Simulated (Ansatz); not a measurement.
# Response to strain in NaI

The reference is NaI in the rock salt structure (space group Fm-3m, No. 225).

```xyz
2
Lattice="0.0000 3.2011 3.2011 3.2011 0.0000 3.2011 3.2011 3.2011 0.0000" Properties=species:S:1:pos:R:3 pbc="T T T"
Na     0.0000     0.0000     0.0000
I      3.2011     3.2011     3.2011
```

Cartesian axes are those of the cell as printed.

Strains are applied to the cell and any free atomic positions relax; under biaxial strain the out-of-plane vector relaxes too.

Method: Kohn–Sham DFT with the PBEsol functional, run in Ansatz (a program for electronic structure) with PAW and 420 eV plane waves, no spin-orbit coupling.

Candidates:
(a) biaxial strain −1.25 %, plane normal [111], relaxed out of plane
(b) biaxial strain −2.50 %, plane normal [111], relaxed out of plane
(c) biaxial strain +2.08 %, plane normal [111], relaxed out of plane
(d) biaxial strain −1.67 %, plane normal [111], relaxed out of plane

Problem. Order them by out-of-plane strain, lowest first.

Solution. (c) biaxial strain +2.08 %, plane normal [111], relaxed out of plane (-1.98 %), (a) biaxial strain −1.25 %, plane normal [111], relaxed out of plane (+1.23 %), (d) biaxial strain −1.67 %, plane normal [111], relaxed out of plane (+1.63 %), (b) biaxial strain −2.50 %, plane normal [111], relaxed out of plane (+2.42 %)

Whether these cells are dynamically stable was not tested.
